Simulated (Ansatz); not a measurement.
GaAs (model structure, started from the BN type, Pm-3n, No. 223, 12 atoms in the cell): band gap by level of theory

No measured value is used here.

```
level (code)            value (eV)  cell (Å³/atom)
-------------------  -------------  --------------
LDA (Ansatz)         0.33 (direct)           27.54
PBEsol (Ansatz)      0.28 (direct)           28.38
PBEsol+SOC (Ansatz)  0.20 (direct)           28.38
r²SCAN (Ansatz)      0.80 (direct)           28.38
r²SCAN+SOC (Ansatz)  0.72 (direct)           28.38
HSE06 (Ansatz)       1.20 (direct)           28.38
```

Computed values are for a static lattice. Levels without +SOC have no spin–orbit coupling; where heavier elements are present it shifts gaps, mostly down, and can invert bands.  PBEsol+SOC, r²SCAN+SOC: the gap is read on the k mesh or supercell of the run alone and can be too large. Values are at the PBEsol cell; LDA at the level's own relaxed cell. Cutoffs and k meshes differ between the levels. Ansatz's density-functional and Hartree–Fock values are scalar-relativistic unless marked +SOC, with PAW data made under PBE.

A model structure was made by putting elements into a prototype or built by hand; it is no filed structure, need not be a known phase, and can be a saddle point held by its symmetry.

Ansatz is a program for electronic structure.
